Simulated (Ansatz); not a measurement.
**NiGe: pressure series**

Consider NiGe (space group Pnma, No. 62; a = 5.408 Å, b = 3.473 Å, c = 5.847 Å; non-magnetic).

Cell and atoms are relaxed at each pressure.

All numbers come from Kohn–Sham DFT with the PBE functional, run in Ansatz (a quantum-chemistry and plane-wave program) with PAW and 420 eV plane waves, no spin-orbit coupling, earlier PAW set.

Notes on the quantities. enthalpy: H = E + PV relative to the base's energy.

| change | volume per atom | enthalpy |
|---|---|---|
| base | 13.73 Å³ | – |
| pressure 3 GPa | 13.44 Å³ | +0.25 eV/atom |
| pressure 7 GPa | 13.10 Å³ | +0.59 eV/atom |
| pressure 15 GPa | 12.54 Å³ | +1.22 eV/atom |
| pressure 30 GPa | 11.76 Å³ | +2.36 eV/atom |

Load acts through the strain it causes; cell and atoms are relaxed under it. Stability against distortions was not tested. No other phases were tried under pressure. Starting moments died away, wholly or in part, for the base; another magnetic solution may exist. The final runs are not spin-polarised.
